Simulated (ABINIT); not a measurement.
# Pressure against volume in zinc-blende ZnSe (space group 216) (ABINIT, PBEsol)

```
ZnSe
1.0
    0.00000     2.75269     2.75269
    2.75269     0.00000     2.75269
    2.75269     2.75269     0.00000
Zn Se
1 1
Cartesian
  0.00000   0.00000   0.00000
  4.12903   4.12903   4.12903
```

Method of the run: PBEsol, norm-conserving pseudopotentials (PseudoDojo nc-sr-04 PBEsol standard) (plane waves; ABINIT 10.0.3). Settings: pseudos = [Zn.upf, Se.upf]; ecut = 112 Ry; ixc = -116133; occopt = 3; tsmear = 0.01 eV; ngkpt = 10 10 10; nshiftk = 1; shiftk = 0 0 0; potentials = PseudoDojo nc-sr-04 PBEsol standard; nband = 24; kptopt = 1; nstep = 100; tolvrs = 1e-11. The cell above is the first row's. The rows scale it uniformly. In all rows fractional positions and the k mesh are held.

| V (Å^3/atom) | P (GPa) |
|---|---|
| 20.858 | ? |
| 21.311 | 3.39 |
| 21.765 | 1.78 |
| 22.218 | 0.33 |
| 22.672 | -0.95 |
| 23.125 | -2.10 |
| 23.578 | -3.13 |
| 24.032 | -4.05 |
| 24.485 | -4.87 |

Taking a cubic for P over the 8 complete rows: With u = V - 22.9, the rows have u = -1.5890, -1.1350, -0.6820, -0.2280, 0.2250, 0.6780, 1.1320, 1.5850. Least squares gives P = -1.548 - 2.5343·u + 0.3186·u² - 0.02670·u³. Residuals (row less fit): -0.001, 0.002, -0.007, 0.003, 0.002, -0.002, -0.003, 0.001; standard error 0.005 (degrees of freedom: 4). The fitted pressure is zero at V0 = 22.33, where dP/dV = -2.922, so B0 = -V0·dP/dV = 65.3 GPa.

Question: Estimate the missing P (V = 20.858); what did the run itself give?

Answer: u = -2.0420, so P = -1.548 - 2.5343 × (-2.0420) + 0.3186 × (-2.0420)² - 0.02670 × (-2.0420)³ = 5.183 GPa. The calculation gives 5.20 GPa, 0.017 GPa above the prediction (0.2 % of the range of P in the table). The row lies outside the fitted rows, so this is an extrapolation. From the scatter of the fitted rows alone, a prediction at this place has a standard error of 0.012 GPa, so the miss is 1.4 times that.

Carrying the step between the two nearest rows on in a straight line would have given 5.00, off by 0.20; series whose last step already gives the withheld value aren't shown. The scan was laid around a cell of about the measured size, scaled by a guess for this functional. The runs keep the symmetry of the cell, so they don't test it for distortions. Cutoffs and mesh are single choices, not tested for convergence of this quantity. Series with a scatter that would blur these digits, or in which a gap closes, are not shown.
